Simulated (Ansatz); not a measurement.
An Ansatz (a first-principles code) run: Al2Cu with a change (Cu → Ga); r2SCAN in Ansatz (plane waves to 500 eV, PAW, without spin-orbit coupling), earlier PAW set.

Input:

Ansatz 0.2 input:
```yaml
crystal:
  lattice:
    - [-3.1079802455, 3.1079802455, 2.6724747958]
    - [3.1079802455, -3.1079802455, 2.6724747958]
    - [3.1079802455, 3.1079802455, -2.6724747958]
  atoms:
    - { symbol: Al, position: [0.6505915256, 0.1505915256, 0.8011830511] }
    - { symbol: Al, position: [0.8494084744, 0.6505915256, 0.5] }
    - { symbol: Al, position: [0.1505915256, 0.3494084744, 0.5] }
    - { symbol: Al, position: [0.3494084744, 0.8494084744, 0.1988169489] }
    - { symbol: Ga, position: [0.25, 0.25, 0] }
    - { symbol: Ga, position: [0.75, 0.75, 0] }
basis: { ecutwfc: 500, ecutrho_ratio: 4, xc_grid: 4, fft_grid_basis: typed }
kpoints: { mp_grid: { grid: [12, 12, 12] } }
hamiltonian:
  xc: r2scan
  dispersion: none
  pseudopotentials: { azcp: { folder: ./paw }, kind: paw }
scf: { occupations: { method: fermi_dirac, width: 0.05 }, convergence: { dr2_threshold: 0.0000000006 } }
output: { forces: true, stress: true }
checkpoint: { write: state.ck, write_every: 1000 }
```

Output (explanatory and most iteration lines left out):

```
Pseudopotential: Al, paw, valence charge 3
Pseudopotential: Ga, paw, valence charge 13
Crystal: 6 atoms, lattice volume = 103.260 Å³
Basis set: ecut = 500 eV, 2645 PW (Γ), exchange–correlation on 160×160×160 points (64 copies of the dense FFT grid, shifted against one another)
Bands: 25, of which v1, the nominal top of the filled ones, is band 19 counted from 1 (18 counted from 0)
Symmetry: 16 space group operations
Space group: I4/mcm (ITA 140), of the structure as read, at distance tolerance 4.7e-5 Å
k-points: 163 of 1728
Functional: x = r2scan, c = r2scan; τ floored in thin density (d = 2e-4 eV/Å³)
SCF iter   1: F=—  HF=-9740.937898 eV  |F-HF|=—  |Δ(HF+E_count)|=         —  Δρ=2.81e-2  dr2=7.03e-1  dr2_τ=1.64e-2  ethr=1.82e-3  ⟨swp⟩=1.0  Hψ=24972  notcnv=0
SCF iter   2: F=—  HF=-9741.039635 eV  |F-HF|=—  |Δ(HF+E_count)|=   1.02e-1  Δρ=2.03e-2  dr2=3.30e-1  dr2_τ=2.76e-3  ethr=1.82e-3  ⟨swp⟩=3.0  Hψ=6631  notcnv=0
SCF 1 converged in 10 iterations: F = -9741.091129 eV  dr2 = 1.34e-10
SCF converged after 10 iterations
Free energy (F): -9741.091129 eV
Internal energy: -9741.070945 eV  (E = F + TS)
E sigma→0 (E₀):  -9741.081037 eV
Entropy (-TS):   -0.020184 eV (-3.364 meV/atom)
Fermi energy:    8.764480 eV
--- Forces (eV/Å), atoms counted from 1 ---
  atom   1  Al     0.00027240     0.00027240     0.00000000
  atom   2  Al     0.00027240    -0.00027240    -0.00000000
  atom   3  Al    -0.00027240     0.00027240     0.00000000
  atom   4  Al    -0.00027240    -0.00027240    -0.00000000
  atom   5  Ga    -0.00000000    -0.00000000     0.00000000
  atom   6  Ga    -0.00000000    -0.00000000     0.00000000
--- Stress (GPa, compression-positive) ---
        0.001949       0.000000      -0.000000
        0.000000       0.001949       0.000000
       -0.000000      -0.000000       0.000144
  P = ⅓ Tr σ = 0.0013 GPa (0.013 kbar)
```

No phonon test of stability was made. The cell was made from Al2Cu by this change: Cu → Ga; the result is a hypothetical phase, not in the database extracts checked.
